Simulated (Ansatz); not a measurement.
The reference is CdSe in the wurtzite structure (space group P6_3mc, No. 186; a = 4.383 Å, c = 7.154 Å). Axes: x lies along a and z along c of the hexagonal cell.

Calculations: PBE (Ansatz, a program for electronic structure), spin-orbit coupling left out.

Perturbation: uniaxial strain ε_zz = −1.80 %, all other strain components held at zero; the atoms relax in the strained cell.

**Question.** Predict the stress tensor and what it implies for the stiffness.

**Answer.** Stress of the strained cell less that of the base (GPa, compression positive):
```
   0.59    0.00    0.00
   0.00    0.59    0.00
   0.00    0.00    1.35
```

Then −Δσ_ii/ε with ε = -0.0180 gives secant stiffness values (nonlinear terms included at this strain): C33 ≈ 75 GPa, C13 ≈ 33 GPa and C23 ≈ 33 GPa.

No phonon test of stability was made.
